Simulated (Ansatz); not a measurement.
An Ansatz (a quantum-chemistry and plane-wave program) run: C with a change (uniaxial strain ε_yy = −5.82 %); Kohn–Sham DFT with the r2SCAN functional, run in Ansatz with PAW and 500 eV plane waves, no SOC.

Input:

Ansatz 0.2 input:
```yaml
crystal:
  lattice:
    - [0, 1.6765366393, 1.780140836]
    - [1.780140836, 0, 1.780140836]
    - [1.780140836, 1.6765366393, 0]
  atoms:
    - { symbol: C, position: [0.5, 0.5, 0.5] }
    - { symbol: C, position: [0.75, 0.75, 0.75] }
basis: { ecutwfc: 500, ecutrho_ratio: 4, xc_grid: 4, fft_grid_basis: typed }
kpoints: { mp_grid: { grid: [16, 16, 16] } }
hamiltonian:
  xc: r2scan
  dispersion: none
  pseudopotentials: { kind: paw }
scf: { occupations: { method: fermi_dirac, width: 0.05 }, convergence: { dr2_threshold: 0.0000000002 } }
relax: { f_tol: 0.005, max_steps: 50 }
output: { forces: true, stress: true }
checkpoint: { write: state.ck, write_every: 1000 }
```

Output (explanatory and most iteration lines left out):

```
Relaxation: its limit of steps is 50 (relax.max_steps)
Pseudopotential: C, paw, valence charge 4
Crystal: 2 atoms, lattice volume = 10.626 Å³
Basis set: ecut = 500 eV, 275 PW (Γ), exchange–correlation on 72×80×72 points (64 copies of the dense FFT grid, shifted against one another)
Bands: 8, of which v1, the nominal top of the filled ones, is band 4 counted from 1 (3 counted from 0)
Symmetry: 16 space group operations
Space group: I41/amd (ITA 141), of the structure as read, at distance tolerance 2.2e-5 Å
k-points: 349 of 4096
Functional: x = r2scan, c = r2scan; τ floored in thin density (d = 2e-4 eV/Å³)
SCF iter   1: F=—  HF=-502.910218 eV  |F-HF|=—  |Δ(HF+E_count)|=         —  Δρ=9.29e-3  dr2=2.77e-3  dr2_τ=4.58e-1  ethr=1.77e-3  ⟨swp⟩=5.1  Hψ=18856  notcnv=0
SCF iter   2: F=—  HF=-502.971914 eV  |F-HF|=—  |Δ(HF+E_count)|=   6.17e-2  Δρ=5.84e-3  dr2=1.02e-3  dr2_τ=6.78e-5  ethr=3.46e-5  ⟨swp⟩=2.0  Hψ=8376  notcnv=0
SCF 1 converged in 6 iterations: F = -502.971993 eV  dr2 = 2.79e-11
relax step   1: F+E_penalty+E_count = -502.97199329 eV  Δ(F+E_penalty+E_count) = +0.000e0 eV  max|allowed force component| = 0.000e0 eV/Å  Δτ_max = 0.0000 Å  (6 SCF iters, accepted)
Crystal: 2 atoms, lattice volume = 10.626 Å³
SCF iter   1: F=—  HF=-502.971993 eV  |F-HF|=—  |Δ(HF+E_count)|=         —  Δρ=1.09e-6  dr2=2.79e-11  dr2_τ=8.22e-12  ethr=1.00e-12  ⟨swp⟩=1.0  Hψ=20493  notcnv=0
SCF iter   2: F=-502.971993 eV  HF=-502.971993 eV  |F-HF|=5.00e-12  |Δ(HF+E_count)|=  2.59e-11  Δρ=5.69e-7  dr2=7.52e-12  dr2_τ=9.25e-13  ethr=1.00e-12  ⟨swp⟩=3.0  Hψ=6980  notcnv=0
SCF 2 converged in 2 iterations: F = -502.971993 eV  dr2 = 7.52e-12
SCF converged after 2 iterations
Free energy (F): -502.971993 eV
Internal energy: -502.971993 eV  (E = F + TS)
E sigma→0 (E₀):  -502.971993 eV
Fermi energy:    16.531857 eV
--- Forces (eV/Å), atoms counted from 1 ---
  atom   1  C     -0.00000000     0.00000000     0.00000000
  atom   2  C      0.00000000     0.00000000    -0.00000000
--- Stress (GPa, compression-positive) ---
       10.412255       0.000000       0.000000
        0.000000      69.822559       0.000000
        0.000000       0.000000      10.412255
  P = ⅓ Tr σ = 30.2157 GPa (302.157 kbar)
--- Relaxed structure (1 steps of the walk, 1 accepted, 0 SCFs on fresh bases) ---
  atoms:
    - { symbol: C, position: [0.49999999999999994, 0.49999999999999994, 0.49999999999999994] }
    - { symbol: C, position: [0.7499999999999999, 0.7499999999999999, 0.7499999999999999] }
```

Whether these cells are dynamically stable was not tested. The cell was made from C in the diamond structure (space group Fd-3m, No. 227) by this change: uniaxial strain ε_yy = −5.82 %.
